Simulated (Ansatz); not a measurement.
## Rutile IrO₂

Level of theory: PBEsol (PAW; Ansatz, a quantum-chemistry and plane-wave program).

Settings: plane-wave cutoff 500 eV, 10×14×1 k mesh (along the axes of the cell as run), Fermi–Dirac smearing 0.05 eV, scalar-relativistic PAW data made under PBE.

Cell: relaxed at this level.

```
Item                                 Result
--------------------------------  ---------
surface energy of the (100) face  2.26 J/m²
work function of the (100) face     6.07 eV
```

The slab of 18 atoms is relaxed and unreconstructed.

Spin–orbit coupling is not included.

Static lattice: no zero-point or thermal effects.

Cost on a shared machine: about 40 core-minutes (a rough figure).
